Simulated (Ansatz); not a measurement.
The reference is Be in the hcp (Mg type) structure (space group P6_3/mmc, No. 194; a = 2.2627 Å, c = 3.5664 Å; relaxed with 0.1 eV smearing). Axes: x lies along a and z along c of the hexagonal cell.

(Cell as relaxed with PBE.)

Levels (all Ansatz, an electronic-structure program, PAW): PBE (420 eV, without spin-orbit coupling); r2SCAN (500 eV, no SOC).

Each level relaxes its own structure.

```
base                        PBE      r2SCAN
-------------------  ----------  ----------
volume per atom         7.91 Å³     7.91 Å³
lattice parameter a  4.276 bohr  4.274 bohr
band gap                   zero        zero
```

It is then changed as follows: tensile biaxial strain of 0.75 % in the plane normal to [001], as in epitaxy on a mismatched substrate; the out-of-plane cell vector and the atoms relax.

| quantity | PBE | r2SCAN |
|---|---|---|
| mean in-plane stress (compression positive) | -2.5 GPa | (withheld) |
| shortest interatomic distance | 4.187 bohr | (withheld) |

Question: What does r2SCAN give?

Answer: 
- mean in-plane stress (compression positive), r2SCAN: -2.6 GPa
- shortest interatomic distance, r2SCAN: 4.189 bohr

PBE's in-plane stress lies 0.1 GPa above r2SCAN's. Neither level is exact; r2SCAN is the comparison here, not a measurement.

Whether these cells are dynamically stable was not tested.
